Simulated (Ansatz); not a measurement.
An Ansatz (a quantum-chemistry and plane-wave program) input (plane-wave PAW DFT at the PBEsol level (Ansatz, 420 eV), no spin-orbit coupling):

Ansatz 0.2 input:
```yaml
crystal:
  lattice:
    - [2.8408174634, 0, 0]
    - [0, 4.1968806857, 0]
    - [0, 0, 4.7093190589]
  atoms:
    - { symbol: Al, position: [0.5, 0.2686409518, 0.4923551622] }
    - { symbol: Al, position: [0, 0.7313590482, 0.9923551622] }
    - { symbol: H, position: [0.5, 0.2110626568, 0.9798050338] }
    - { symbol: H, position: [0, 0.7889373432, 0.4798050338] }
    - { symbol: O, position: [0, 0.5058550968, 0.6460900823] }
    - { symbol: O, position: [0.5, 0.4941449032, 0.1460900823] }
    - { symbol: O, position: [0, 0.9954568874, 0.3471597218] }
    - { symbol: O, position: [0.5, 0.0045431126, 0.8471597218] }
basis: { ecutwfc: 420, ecutrho_ratio: 4, xc_grid: 2, fft_grid_basis: typed }
kpoints: { mp_grid: { grid: [12, 8, 7] } }
hamiltonian:
  xc: pbesol
  dispersion: none
  pseudopotentials: { kind: paw }
scf: { occupations: { method: fermi_dirac, width: 0.05 }, convergence: { dr2_threshold: 0.0000000008 } }
output: { forces: true, stress: true }
```

Question: Which symmetry and how many k-points will the program report, and about how many plane waves at Γ?

Answer: Space group Pmn21 (ITA 31) with 4 operations, k-points 140 of 672, and 1109 plane waves at Γ.

Stability against distortions was not tested. The cell is AlHO2 (space group Pmn2_1, No. 31).
